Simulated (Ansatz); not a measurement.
By hand: formation energy of ZrO2 (Pca2₁) from the elements

Subject: the formation energy of ZrO2 (Pca2₁) from the elements. Reaction: Zr (hcp) + O2 (gas) → ZrO2 (Pca2₁). The sign is products less reactants. The value is per atom of the solid.

ZrO2 (Pca2₁), 12 atoms in the cell. Conventional cell: a = 5.3246 Å, b = 5.0980 Å, c = 5.1279 Å, α = 90.00°, β = 90.00°, γ = 90.00°.

Ansatz (a first-principles code) with PAW potentials; structures come from PBE relaxations, nuclei static, no net charge. Ansatz runs with its PAW set soft_1. Other levels take these structures. The lattices are those relaxed with PBE, so at other levels the solids can be strained. A dispersion term (D3(BJ), or D4 for r2SCAN) was computed beside these levels and is taken off wherever the name lacks it. Space groups of crystals are read within 0.01 Å.

Total energies of the cells in eV, at zero smearing width. They compare only within one column; the weights balance every element.

```tsv
cell	atoms	weight	r2SCAN
ZrO2 (Pca2₁)	12	+1	-21352.80332
Zr (hcp)	2	−2	-8390.10041
O2 (gas)	2	−4	-1131.97288
```

r2SCAN: (-21352.80332) − 2 × (-8390.10041) − 4 × (-1131.97288) = -44.711 eV; dividing by 12 atoms gives -3.73 eV/atom.

What follows from the r2SCAN value: A formula unit of ZrO2 has 3 atoms, so it forms with -3.7259 × 3 = -11.178 eV, or -1078.5 kJ/mol at 96.485 kJ/mol per eV.
